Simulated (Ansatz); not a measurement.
The parent structure is CaSe in the rock salt structure (space group Fm-3m, No. 225; a = 5.869 Å).

The values are results of PBEsol (Ansatz, an electronic-structure program, PAW, without spin-orbit coupling), not measurements.

Now apply this change: every lattice vector is shortened by 0.50 %; the atoms relax in the strained cell.

Question: What does the calculation give for the energy relative to the base and mean gap deformation potential ΔEg/Δln V after the change?

Answer: The energy goes up by 0.9 meV/atom; the mean gap deformation potential ΔEg/Δln V is +2.7 eV.

Stability against distortions was not tested.
